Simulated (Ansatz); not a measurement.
Consider MgO in the rock salt structure (space group Fm-3m, No. 225; a = 4.159 Å). Axes: x, y, z lie along the cube axes.

The values are results of LDA/PAW in Ansatz (a first-principles code), no SOC, not measurements.

Before the change:

Valence-band top at Γ: 0.00, 0.00, 0.00 eV
Band gap: 5.03 eV

Modification: a pure shear with ε_xy = ε_yx = 0.0029, atoms relaxed at fixed cell.

Predict the new valence-band top at Γ, band gap and stress.

The valence-band top at Γ (three highest levels, from the VBM) changes from 0.00, 0.00, 0.00 eV to 0.00, -0.02, -0.05 eV; the band gap decreases by 0.02 eV to 5.01 eV; the stress (xx, yy, zz, yz, xz, xy; compression positive) amounts to (-0.01, -0.01, -0.01, 0.00, 0.00, -0.89) GPa.

The cells carry an imposed strain or load. No phonon test of stability was made.
